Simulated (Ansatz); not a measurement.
A 64-atom cell of Ga(As,Sb) started in the zinc blende structure, site fractions As 0.250, Sb 0.750, short-range order -0.06 among the nearest mixed sites of the first mixed sublattice (0 is random, a negative value favours unlike neighbours), space group P1 at the end. The mixed sublattice has 32 sites.

The mixing enthalpy is taken against the end members in the zinc blende type, relaxed in the same cell and mesh.

Calculation: PBE (plane waves to 420 eV, PAW; Ansatz, a first-principles code). No spin–orbit coupling; with elements this heavy it can move edges by tenths of an eV. Its k-point mesh 2×2×2 shifted by 0.5, 0.5, 0.5, Fermi–Dirac width 0.01 eV.

```tsv
cell	energy at zero smearing (eV)
GaAs	-276475.429
GaSb	-328570.704
Ga4AsSb3	-315545.775
```

### Question
Work out the mixing enthalpy per mixed site and the interaction parameter Ω of a regular solution.

### Answer
With x = 24/32 of the second end member, ΔH = [-315545.775 − 8/32 × (-276475.429) − 24/32 × (-328570.704)] / 32 = 34.7 meV against the separate end members. Ω = ΔH / x(1 − x) = 185 meV, which puts the top of the miscibility gap of this model at Ω / 2k = 1070 K.
